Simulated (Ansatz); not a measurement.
The starting structures come from a database of crystals and need not be the phases stable at ambient conditions.

The decay constant κ of evanescent states in the gap governs leakage through a thin film.

```
CELL_PARAMETERS angstrom
      7.40487     0.00000     0.00000
      0.00000    10.19310     0.00000
      0.00000     5.09655     2.94250
ATOMIC_POSITIONS crystal
  K  0.50000 0.00000 0.00000
  Sc 0.00000 0.00000 0.00000
  Mo 0.75182 0.66667 0.00000
  Mo 0.24818 0.33333 0.00000
  O  0.17192 0.67100 0.49350
  O  0.82808 0.32900 0.50650
  O  0.17192 0.16450 0.00000
  O  0.82808 0.83550 0.00000
  O  0.17192 0.16450 0.50650
  O  0.82808 0.83550 0.49350
  O  0.51563 0.66667 0.00000
  O  0.48437 0.33333 0.00000
```

Space group of this cell: P-3m1. The cell is taken as given; by r2SCAN its mean pressure is -5.8 GPa.

Transport runs along the normal of the first two printed cell vectors, the (110) plane of the conventional cell.

The gap is the functional's own. No spin-orbit coupling. Mid-gap values are interpolated on the energy grid.

Task: Compute, with r2SCAN run with Ansatz (an electronic-structure program), the band gap and the smallest decay constant κ at mid-gap.

Result: Gap 3.86 eV on a 4×10×10 mesh; κ = 0.427 1/Å, at the zone centre.
